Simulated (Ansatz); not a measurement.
Electron-phonon data for Cu (Fm-3m)

Here is the system:

```xyz
1
Lattice="0.0000 1.8141 1.8141 1.8141 0.0000 1.8141 1.8141 1.8141 0.0000" Properties=species:S:1:pos:R:3 pbc="T T T"
Cu     0.0000     0.0000     0.0000
```

Level of theory: PBE, DFPT electron-phonon coupling, linearised Boltzmann equation (plane waves, PAW, scalar-relativistic; Ansatz, a quantum-chemistry and plane-wave program). Condition of this run: functional PBE. Cell: relaxed with this functional, without spin-orbit coupling.

```
Item                                                                                                                     Result
--------------------------------------------------------------------------------------------------  ---------------------------
resistivity at 300 K                                                                                                 1.81 μΩ·cm
resistivity at 77 K                                                                                                  0.23 μΩ·cm
electron mean free path at 300 K (weighted by the current that each state carries)                                        38 nm
resistivity times mean free path for one path shared by all states (from the Fermi surface's area)              6.8 ×10⁻¹⁶ Ω·m²
electron-phonon coupling λ                                                                                                0.127
transport coupling λ_tr                                                                                                   0.128
logarithmic mean phonon energy                                                                                         18.0 meV
density of states at the Fermi level                                                                0.153 states/(eV·spin·cell)
Drude plasma energy                                                                                                      8.9 eV
Hall coefficient at 300 K                                                                                      -4.4 ×10⁻¹¹ m³/C
Tc for μ* = 0.10 (anisotropic Eliashberg)                                                                             below 1 K
Tc for μ* = 0.13 (anisotropic Eliashberg)                                                                             below 1 K
```

A metal at this level (no band gap). Only scattering by harmonic phonons is included (no impurities, grain boundaries, electron-electron scattering or thermal expansion). Spin-orbit coupling is left out. Halving the electron mesh (40x40x40) moves the resistivity by up to 1 % at 300 K, the mean free path by up to 1 %, the coupling by up to 2 %. Smearing 0.20 eV; phonons on a 6x6x6 q mesh, which this run doesn't test and which matters most at low temperature. Tc comes from the anisotropic Migdal-Eliashberg equations with μ*, a chosen number, referred to 19.9 meV.
